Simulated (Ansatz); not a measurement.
Consider a periodic stack without vacuum, rock-salt HfN (1 1 1) on wurtzite AlN (0 0 1) (film strained to the substrate, started from cuts of the bulks and a machine-learned relaxation; slabs Al6N6 and Hf4N4, which can lie off the formulas): substrate slab Al6N6, film Hf4N4, surface cells [[0, 1], [-1, 0]] and [[0, -1], [1, -1]], film strained by -2.7 and -2.7 %, outermost planes N/Al and N/Hf as cut, which need not be the usual terminations and can put a slab off its formula. Its start:

```
CELL_PARAMETERS angstrom
      3.13025     0.00000    -0.04192
      1.56513     2.71088    -0.08706
      0.55870    -1.77455    26.41424
ATOMIC_POSITIONS crystal
  Al 0.28936 0.31069 0.06328
  Al 0.57579 0.72873 0.15874
  N  0.25482 0.37390 0.13460
  N  0.63696 0.61992 0.03914
  Al 0.19415 0.47408 0.25359
  Al 0.47885 0.89111 0.34828
  N  0.15736 0.53729 0.32520
  N  0.53943 0.78681 0.22997
  Al 0.09848 0.63873 0.44306
  Al 0.38157 0.05815 0.53774
  N  0.05982 0.70447 0.51547
  N  0.44331 0.95210 0.42037
  Hf 0.99329 0.84358 0.65239
  Hf 0.27352 0.27832 0.75766
  Hf 0.55627 0.71248 0.85878
  Hf 0.83155 0.15617 0.95880
  N  0.34892 0.13513 0.61014
  N  0.63465 0.55905 0.70462
  N  0.91421 0.99756 0.80864
  N  0.19344 0.43573 0.91087
```

The start was prepared with a machine-learned potential, and the result is one local minimum, with the in-plane cell held and forces under 0.04 eV/Å; the film can end far from its bulk form.

Level of theory: PBE (plane waves to 420 eV, PAW; Ansatz, a program for electronic structure). Scalar-relativistic, without spin–orbit coupling; the runs are not spin-polarised; PBE gaps are too small against experiment. Its k-point mesh 11×11×1, Fermi–Dirac width 0.05 eV.

**Question.** Predict the relaxed interface.

**Answer.** 
```
Property                                                                                                                 Result
--------------------------------------------------------------------------------  ---------------------------------------------
interface area                                                                                                           8.5 Å²
period                                                                                                                  26.38 Å
heights between the nearest atoms of the two slabs at the two interfaces                                        1.90 and 2.12 Å
Al–Hf contacts across the interfaces within 1.22 times the sum of covalent radii                                 6, mean 3.37 Å
Hf–N contacts across the interfaces within 1.22 times the sum of covalent radii                                  1, mean 2.12 Å
Al–N contacts across the interfaces within 1.22 times the sum of covalent radii                                  1, mean 1.90 Å
estimate of the barrier                                                           withheld, since the two interfaces are unlike
slope of the mean potential energy in the substrate                                                              +2.9 MV/cm × e
```
